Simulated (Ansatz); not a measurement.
**Response to strain in SnSe2**

The parent structure is SnSe2 in the CdI2 type structure (space group P-3m1, No. 164; a = 3.8402 Å, c = 6.0066 Å; layered, stacked along the Cartesian z axis). Axes: x lies along a and z along c of the hexagonal cell.

Strains are applied to the cell and any free atomic positions relax.

Computed with PBE-D3(BJ) (Ansatz, a quantum-chemistry and plane-wave program; PAW; 420 eV plane waves; spin-orbit coupling left out).

Candidates:
(a) uniaxial strain ε_zz = −1.00 %
(b) uniaxial strain ε_zz = +3.00 %
(c) uniaxial strain ε_zz = +1.00 %
(d) uniaxial strain ε_zz = −2.00 %

Before the change:

| Item | Result |
|---|---|
| Band gap | 0.36 eV |

Question: Order them by band gap, lowest first.

Answer: (d) uniaxial strain ε_zz = −2.00 % (0.22 eV), (a) uniaxial strain ε_zz = −1.00 % (0.29 eV), (c) uniaxial strain ε_zz = +1.00 % (0.43 eV), (b) uniaxial strain ε_zz = +3.00 % (0.56 eV)

Whether these cells are dynamically stable was not tested. The zero or small gap of SnSe2 under uniaxial strain ε_zz = −1.00 % and SnSe2 under uniaxial strain ε_zz = −2.00 % can change with the level of theory.
